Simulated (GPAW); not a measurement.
Worked example: self-consistent single point of LaB6 (Pm-3m, 7 atoms in the cell) in GPAW.

Method of the run: PBE, GPAW PAW datasets PBE (gpaw-data 1.0.1) (plane waves; GPAW).

```xyz
7
Lattice="4.1622 0.0000 0.0000 0.0000 4.1622 0.0000 0.0000 0.0000 4.1622" Properties=species:S:1:pos:R:3 pbc="T T T"
La     0.0000     0.0000     0.0000
B      3.3302     2.0811     2.0811
B      0.8319     2.0811     2.0811
B      2.0811     3.3302     2.0811
B      2.0811     0.8319     2.0811
B      2.0811     2.0811     3.3302
B      2.0811     2.0811     0.8319
```

Reference input (self-consistent single point, DFT PBE, plane waves, GPAW PAW datasets PBE (gpaw-data 1.0.1)): mode = pw; ecut = 900 eV; xc = PBE; kpts = 11 11 11; mesh shift (steps) = 0 0 0; occupations.name = fermi-dirac; occupations.width = 0.05 eV; nbands = -11; convergence.density = 1e-05 e/electron; symmetry.symmorphic = false; symmetry.tolerance = 0.0005; maxiter = 120. This run's input differs from it in these lines:

```diff
@@ -19,3 +19,3 @@
             xc='PBE',
-            kpts=(11, 11, 11),
+            kpts=(5, 5, 5),
             occupations={'name': 'fermi-dirac', 'width': 0.05},
```

Log, with long lists cut:

```
     iter     time        total  log10-change:
                         energy   eigst   dens
iter:   1 --:--:--   -53.046204
iter:   2 --:--:--   -52.138428   -0.58  -0.82
iter:   3 --:--:--   -50.485186   +0.13  -0.85
iter:   4 --:--:--   -49.185459   -0.75  -1.16
iter:   5 --:--:--   -48.905569   -1.22  -1.41
iter:   6 --:--:--   -48.951329   -1.66  -1.52
iter:   7 --:--:--   -48.862278   -1.95  -1.68
iter:   8 --:--:--   -48.873429   -2.64  -2.13
iter:   9 --:--:--   -48.874097c  -2.81  -2.37
iter:  10 --:--:--   -48.868742c  -3.28  -2.60
iter:  11 --:--:--   -48.866768c  -3.57  -2.81
iter:  12 --:--:--   -48.866759c  -3.87  -2.87
iter:  13 --:--:--   -48.866719c  -4.13  -2.86
   [... 16 lines left out ...]
iter:  30 --:--:--   -48.863588c  -6.07  -4.04
iter:  31 --:--:--   -48.863589c  -7.17  -4.18
iter:  32 --:--:--   -48.863591c  -6.76  -4.19
iter:  33 --:--:--   -48.863589c  -7.26  -4.36
iter:  34 --:--:--   -48.863589c  -7.42c -4.75
iter:  35 --:--:--   -48.863589c  -8.11c -5.01c
Converged after 35 iterations.

Dipole moment: (-0.000000, -0.000000, -0.000000) |e|*Ang

Energy contributions relative to reference atoms: (reference = -235130.060125)

Kinetic:        +48.343839
Potential:      -39.026920
External:        +0.000000
XC:             -57.565209
Entropy (-ST):   -0.018212
Local:           -0.606193
SIC:             +0.000000
--------------------------
Free energy:    -48.872695
Extrapolated:   -48.863589

Showing only first 2 kpts
 Kpt  Band  Eigenvalues  Occupancy
  0    12      9.08133    2.00000
  0    13      9.08133    2.00000
  0    14     11.17025    0.00475
  0    15     11.17025    0.00475

  1    12      8.27968    2.00000
  1    13      9.20190    2.00000
  1    14      9.87838    2.00000
  1    15     12.02702    0.00000

Fermi level: 10.86829

No gap
   [... lines left out ...]
  1 B    -0.00645    0.00000    0.00000
  2 B     0.00645    0.00000    0.00000
  3 B     0.00000   -0.00645    0.00000
  4 B     0.00000    0.00645    0.00000
  5 B     0.00000    0.00000   -0.00645
  6 B     0.00000    0.00000    0.00645

Stress tensor:
     0.005775    -0.000000     0.000000
    -0.000000     0.005775     0.000000
     0.000000     0.000000     0.005775
Stress (GPa, Voigt): [ 0.9252  0.9252  0.9252  0.      0.     -0.    ]
```

The run converged in 35 iterations. GPAW prints stress with tension positive. Against the reference run the free energy rises by 3.1 meV/atom and the largest force goes from 0.002 to 0.006 eV/Å.

At such cutoffs GPAW's stress carries a finite-basis (Pulay) error, which enters relaxed cells too; its log prints stress with tension positive.

The starting cell comes from a database of computed structures (which also holds hypothetical and non-ambient phases and stackings), without a prior relaxation at this level. Its lattice was rescaled by a random factor within 2.5 % of one.

Cost on one core of a shared machine: roughly 2 min.
